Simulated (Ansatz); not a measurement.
**PtTe2 (model structure, started from the CdCl2 type, R-3m, No. 166, 3 atoms in the cell): properties by level of theory**

```json
[
 {"level (code)": "LDA (Ansatz)", "equilibrium lattice constant a (Å)": "3.933", "lattice parameter c (Å)": "17.166"},
 {"level (code)": "PBE (Ansatz)", "equilibrium lattice constant a (Å)": "4.030", "lattice parameter c (Å)": "18.585"},
 {"level (code)": "PBEsol (Ansatz)", "equilibrium lattice constant a (Å)": "3.964", "lattice parameter c (Å)": "17.395"},
 {"level (code)": "PBE-D3(BJ) (Ansatz)", "equilibrium lattice constant a (Å)": "3.960", "lattice parameter c (Å)": "17.176"}
]
```

Ansatz's density-functional and Hartree–Fock values are scalar-relativistic unless marked +SOC, with PAW data made under PBE.

The computed numbers hold no vibrational or temperature effects.

A model structure was made by putting elements into a prototype or built by hand; it is no filed structure, need not be a known phase, and can be a saddle point held by its symmetry.

Ansatz is an electronic-structure program.
